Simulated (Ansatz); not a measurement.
The parent structure is ZnSe in the zinc blende structure (space group F-43m, No. 216; a = 5.6661 Å). Axes: x, y, z lie along the cube axes.

The values are results of r2SCAN (Ansatz, a first-principles code; PAW; 500 eV plane waves; no spin-orbit coupling), earlier PAW set, not measurements.

Strains are applied to the cell and any free atomic positions relax; under biaxial strain the out-of-plane vector relaxes too.

One change was made to it. Results:

```csv
quantity,base,after
band gap,1.86 eV,1.86 eV
gap character,direct at Γ,direct at Γ
```

Q: What was done to the base?
A. uniaxial strain ε_zz = −4.05 %
B. biaxial strain −4.63 %, plane normal [001], relaxed out of plane
C. isotropic strain −1.54 %
D. biaxial strain +0.85 %, plane normal [110], relaxed out of plane

A: B, biaxial strain −4.63 %, plane normal [001], relaxed out of plane. For comparison, the band gap in the other runs: biaxial strain +0.85 %, plane normal [110], relaxed out of plane gives 1.76 eV; uniaxial strain ε_zz = −4.05 % gives 1.94 eV; isotropic strain −1.54 % gives 2.06 eV.

A biaxial case was relaxed in a doubled cell and then solved in the primitive one. Whether these cells are dynamically stable was not tested. k-point labels follow each cell's own Brillouin zone.
